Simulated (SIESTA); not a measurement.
```yaml
crystal:
  lattice:
    - [5.13072, 0.00000, 0.00000]
    - [-2.56536, 4.44334, 0.00000]
    - [0.00000, 0.00000, 3.84861]
  atoms:
    - { symbol: La, position: [0.00000, 0.00000, 0.00000] }
    - { symbol: Mn, position: [0.66667, 0.33333, 0.00000], spin: 4.0 }
    - { symbol: Al, position: [0.33333, 0.66667, 0.00000] }
    - { symbol: Ni, position: [0.50051, 0.00102, 0.50000] }
    - { symbol: Ni, position: [0.50051, 0.49949, 0.50000] }
    - { symbol: Ni, position: [0.99898, 0.49949, 0.50000] }
```
(The spins are starting values, not results.)

Method: GGA PBEsol, numerical atomic orbitals DZP, PseudoDojo PBEsol standard norm-conserving potentials (rewritten from UPF to PSML) (SIESTA).

The set-up and first iterations of a SIESTA log for LaMnAlNi₃ (P-6m2, 6 atoms in the cell):

```
reinit: Reading from file input.fdf

reinit: System Name: LaMnAlNi3
reinit: System Label: siesta

NOTE on units for spin output:
{S} is the spin magnetic moment, in units of the Bohr magneton,
assuming a g-factor for the electron spin of exactly 2.
The spin magnetic moment is then numerically equal to the charge inbalance,
in units of electrons, between the spin-up and -down channels.

coor:   Atomic-coordinates input format  =     Cartesian coordinates
coor:                                          (in units of alat)

siesta: Atomic coordinates (Bohr) and species
siesta:      0.00000   0.00000   0.00000  1        1
siesta:      4.84783   2.79889   0.00000  2        2
siesta:     -0.00001   5.59779   0.00000  3        3
siesta:      4.84783   0.00856   3.63641  4        4
siesta:      2.43133   4.19406   3.63641  4        5
siesta:      7.26433   4.19406   3.63641  4        6

siesta: System type = bulk

   [... lines left out ...]
diag: Use parallel 2D distribution                  =   F
diag: Parallel block-size                           = 64
diag: Parallel distribution                         =     1 x     1
diag: Used triangular part                          = Lower
diag: Absolute tolerance                            =  0.100E-15
diag: Orthogonalization factor                      =  0.100E-05
diag: Memory factor                                 =  1.0000

superc: Internal auxiliary supercell:     5 x     5 x     5  =     125
superc: Number of atoms, orbitals, and projectors:    750  13500  15250

                        Single-point calculation

superc: Internal auxiliary supercell:     5 x     5 x     5  =     125
superc: Number of atoms, orbitals, and projectors:    750  13500  15250

outcell: Unit cell vectors (Ang):
        5.130721    0.000000    0.000000
       -2.565361    4.443335    0.000000
        0.000000    0.000000    3.848607

outcell: Cell vector modules (Ang)   :    5.130721    5.130721    3.848607
outcell: Cell angles (23,13,12) (deg):     90.0000     90.0000    120.0000
outcell: Cell volume (Ang**3)        :     87.7387
new_DM -- step:     1
Initializing Density Matrix...

Attempting to read DM from file... Failed...
DM filled with atomic data (user-defined):

InitMesh: MESH = 48 x 48 x 48 = 110592
InitMesh: Mesh cutoff (required, used) =   300.000   322.527 Ry

stepf: Fermi-Dirac step function
        iscf     Eharris(eV)        E_KS(eV)     FreeEng(eV)     dDmax    Ef(eV) dHmax(eV)
   scf:    1   -17372.528367   -17573.615339   -17573.856247  1.542907 -2.435953 35.195246
     spin moment: {S} , |S| = {        0.0        0.0    2.34411 }     2.34411
   scf:    2   -17673.258582   -17652.976572   -17653.108646  0.566382 -4.233386 17.706951
     spin moment: {S} , |S| = {        0.0        0.0    3.26423 }     3.26423
   scf:    3   -17659.752402   -17659.352764   -17659.468408  0.106399 -4.621034  4.035300
     spin moment: {S} , |S| = {        0.0        0.0    3.51392 }     3.51392
   scf:    4   -17660.563877   -17660.163421   -17660.277145  0.052317 -4.752690  2.660649
     spin moment: {S} , |S| = {        0.0        0.0    3.52301 }     3.52301
   scf:    5   -17660.812858   -17660.603216   -17660.726407  0.088990 -4.877001  0.598450
     spin moment: {S} , |S| = {        0.0        0.0    3.48957 }     3.48957
   scf:    6   -17660.518676   -17660.616117   -17660.745271  0.023338 -4.868488  0.718225
     spin moment: {S} , |S| = {        0.0        0.0    3.47368 }     3.47368
   scf:    7   -17660.619135   -17660.649984   -17660.773810  0.017398 -4.893996  0.338159
     spin moment: {S} , |S| = {        0.0        0.0    3.47215 }     3.47215
   scf:    8   -17660.663388   -17660.657969   -17660.782805  0.003785 -4.889119  0.186926
     spin moment: {S} , |S| = {        0.0        0.0    3.46890 }     3.46890
   [... lines left out ...]
```

**Question.** How does the run end?

**Answer.** The run converged in 26 iterations. Convergence of the loop says nothing yet on basis, mesh or lower states. It ends on: free energy E − TS -17660.7921 eV; Fermi level (on the code's own zero) -4.89 eV; pressure 2.72 GPa; largest force (vector length) 0.256 eV/Å; size of the cell's spin moment 3.45 μB; site moments (μB, in the program's spheres or projections) La -0.11, Mn 3.22, Al -0.17, Ni 0.17, Ni 0.17, Ni 0.17. The log goes on:

```
     spin moment: {S} , |S| = {        0.0        0.0    3.44238 }     3.44238
   scf:   19   -17660.666537   -17660.666534   -17660.792124  0.000064 -4.892080  0.002105
   [... lines left out ...]
   scf:   23   -17660.666584   -17660.666576   -17660.792127  0.000135 -4.891639  0.000360
     spin moment: {S} , |S| = {        0.0        0.0    3.44564 }     3.44564
   scf:   24   -17660.666587   -17660.666581   -17660.792127  0.000073 -4.891642  0.000223
     spin moment: {S} , |S| = {        0.0        0.0    3.44586 }     3.44586
   scf:   25   -17660.666586   -17660.666584   -17660.792127  0.000022 -4.891639  0.000153
     spin moment: {S} , |S| = {        0.0        0.0    3.44595 }     3.44595
   scf:   26   -17660.666585   -17660.666585   -17660.792127  0.000006 -4.891638  0.000151
     spin moment: {S} , |S| = {        0.0        0.0    3.44597 }     3.44597
SCF Convergence by DM+H criterion
max |DM_out - DM_in|         :     0.0000064281
max |H_out - H_in|      (eV) :     0.0001505391
SCF cycle converged after 26 iterations

Using DM_out to compute the final energy and forces

siesta: E_KS(eV) =           -17660.6666

siesta: E_KS - E_eggbox =    -17660.6666

siesta: Atomic forces (eV/Ang):
     1   -0.000012    0.000007    0.000000
     2   -0.000122    0.000072    0.000000
     3    0.000106   -0.000062    0.000000
     4    0.000016    0.256209   -0.000000
     5    0.221873   -0.128097   -0.000000
     6   -0.221874   -0.128118   -0.000000
   Tot   -0.000014    0.000011    0.000000
   Max    0.256209
   Res    0.104595    sqrt( Sum f_i^2 / 3N )
   Max    0.256209    constrained

Stress tensor Voigt[x,y,z,yz,xz,xy] (kbar):      -35.08      -34.70      -11.93       -0.00        0.00        0.32
(Free)E + p*V (eV/cell)   -17659.3006
Target enthalpy (eV/cell)   -17660.7921

   [... lines left out ...]
siesta: FreeEng =    -17660.792127
siesta: Cell volume =         87.738665 Ang**3
siesta:          27.23602356         34.14635919  kBar
   [... lines left out ...]

             -0.063  -0.049  -0.058

mulliken: Qtot =       39.777

Mulliken Atomic Populations:
Atom #   charge [q] valence [e]      Sz [e]  Species
     1     0.199406   10.800594   -0.107178  La
     2     0.243687   14.756313    3.218605  Mn
     3    -1.255437    4.255437   -0.174442  Al
     4     0.270781   17.729219    0.169666  Ni
     5     0.270781   17.729219    0.169658  Ni
     6     0.270781   17.729219    0.169666  Ni
 Total     0.000000                3.445973
```

For comparison: a first run was changed to give this one (lattice scaled by 0.98), and from it to this one the free energy goes down by 8.1 meV/atom, the pressure goes from -5.21 to 2.72 GPa, the largest force goes from 0.197 to 0.256 eV/Å and the size of the net moment goes from 0.60 to 0.57 μB/atom.

The starting cell comes from a database of computed structures (which also holds hypothetical and non-ambient phases and stackings), without a prior relaxation at this level. For this run, on top of that: lattice scaled by 0.98. With one magnetic atom in the cell only a parallel order is possible. Values carry the incompleteness of an atom-centred basis.

The run was DFT, GGA PBEsol, numerical atomic orbitals DZP, PseudoDojo PBEsol standard norm-conserving potentials (rewritten from UPF to PSML). Main settings of its input:

- XC.functional: GGA
- XC.authors: PBEsol
- potentials: PseudoDojo PBEsol standard
- PAO.BasisSize: DZP
- PAO.EnergyShift: 0.01 Ry
- MeshCutoff: 300 Ry
- kgrid.MonkhorstPack: 5 5 5
- OccupationFunction: FD
- ElectronicTemperature: 1160.45 K
- Spin: polarized
- DM.InitSpin: [1 +0.00, 2 +4.00, 3 +0.00, 4 +0.00, 5 +0.00, 6 +0.00]
- MaxSCFIterations: 150
